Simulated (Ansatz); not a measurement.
## A computed series for VSi2: pressure series

The parent structure is VSi₂ (space group P6_222, No. 180; a = 4.566 Å, c = 6.366 Å).

Cell and atoms are relaxed at each pressure.

All numbers come from PBE/PAW in Ansatz (a first-principles code), spin-orbit coupling left out.

Two rows of this table had their results exchanged by mistake.

```json
[
 {"pressure": "pressure −2 GPa", "volume per atom (Å³)": "12.92", "shortest distance (Å)": "2.491", "band gap": "zero"},
 {"pressure": "pressure −1 GPa", "volume per atom (Å³)": "12.85", "shortest distance (Å)": "2.486", "band gap": "zero"},
 {"pressure": "pressure 1.8 GPa", "volume per atom (Å³)": "12.64", "shortest distance (Å)": "2.475", "band gap": "zero"},
 {"pressure": "pressure 4.2 GPa", "volume per atom (Å³)": "12.48", "shortest distance (Å)": "2.466", "band gap": "zero"},
 {"pressure": "pressure 9 GPa", "volume per atom (Å³)": "12.19", "shortest distance (Å)": "2.449", "band gap": "zero"},
 {"pressure": "pressure 18 GPa", "volume per atom (Å³)": "11.72", "shortest distance (Å)": "2.421", "band gap": "zero"},
 {"pressure": "pressure 30 GPa", "volume per atom (Å³)": "10.28", "shortest distance (Å)": "2.327", "band gap": "zero"},
 {"pressure": "pressure 45 GPa", "volume per atom (Å³)": "10.70", "shortest distance (Å)": "2.356", "band gap": "zero"},
 {"pressure": "pressure 60 GPa", "volume per atom (Å³)": "11.21", "shortest distance (Å)": "2.389", "band gap": "zero"}
]
```

Task: Which two?

Result: The rows for pressure 30 GPa and pressure 60 GPa: the volume has to fall steadily with pressure, so 11.21 Å³ belongs to pressure 30 GPa and 10.28 Å³ to pressure 60 GPa.

Load acts through the strain it causes; cell and atoms are relaxed under it. No phonon test of stability was made. No other phases were tried under pressure. Seeded moments were not kept for the base. All final runs are without spin polarisation. An odd electron count without spin: VSi2.
